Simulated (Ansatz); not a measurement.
Consider the following.

End structure of the (21-32) surface of hcp Zr in its 1x1 cell, outermost plane spacing 0.33 Å in the ideal cut (one of several cuts of this face):

```
CELL_PARAMETERS angstrom
      6.09740     0.00000     0.00000
      2.67005     7.83557     0.00000
      0.00000     0.00000    26.50000
ATOMIC_POSITIONS crystal
  Zr 0.04322 0.75682 0.31685
  Zr 0.33262 0.00254 0.32926
  Zr 0.79267 0.10798 0.34912
  Zr 0.03210 0.40495 0.36225
  Zr 0.46684 0.49748 0.38027
  Zr 0.69537 0.78308 0.39810
  Zr 0.15315 0.86487 0.42121
  Zr 0.39590 0.15754 0.43048
  Zr 0.84673 0.25016 0.45246
  Zr 0.10034 0.52164 0.47012
  Zr 0.54917 0.61801 0.49203
  Zr 0.78010 0.91369 0.50797
  Zr 0.22893 0.01006 0.52988
  Zr 0.48254 0.28155 0.54754
  Zr 0.93337 0.37417 0.56952
  Zr 0.17612 0.66684 0.57879
  Zr 0.63390 0.74862 0.60190
  Zr 0.86243 0.03423 0.61973
  Zr 0.29716 0.12676 0.63775
  Zr 0.53660 0.42373 0.65088
  Zr 0.99665 0.52917 0.67074
  Zr 0.28605 0.77489 0.68315
```

Model: 22-atom slab, 10.1 Å thick at the start (thin: gaps and levels are the slab's own), 7x5x1 mesh, Fermi-Dirac 0.1 eV, dipole correction, all atoms relaxed; symmetry of the start imposed; no spin, no spin-orbit, no U.

Problem. Estimate the work function of the top face that PBE run with Ansatz (a first-principles code) returns for this input.

Solution. 3.52 eV

Problem. What surface energy (mean of both faces) does PBE give?

Solution. 1.71 J/m²
